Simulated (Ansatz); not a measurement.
Effect of isotropic strain −1.80 % on BN

Consider BN (space group P6_3/mmc, No. 194; a = 2.5005 Å, c = 6.4117 Å; layered, stacked along the Cartesian z axis).

Modification: the cell is scaled by 0.9820 in all directions; the atoms relax in the strained cell.

The values are results of PBEsol-D3(BJ) in Ansatz (plane waves to 420 eV, PAW, without spin-orbit coupling), not measurements. Γ-centred 15×15×5 mesh, Fermi–Dirac width 0.05 eV.

- Volume per atom: 8.22 Å³ (base 8.68 Å³)
- Shortest interatomic distance: 141.8 pm (base 144.4 pm)
- Energy relative to the base (free energy F): +21 meV/atom
- Pressure (mean of the normal stresses, compression positive): 15.32 GPa (base 0.00 GPa)
- Band gap: 4.13 eV (base 4.08 eV)
- Smallest direct gap: 4.56 eV (base 4.49 eV)
- Width of the top valence band: 3.44 eV (base 3.30 eV)

Stability against distortions was not tested.

Ansatz is a first-principles code.
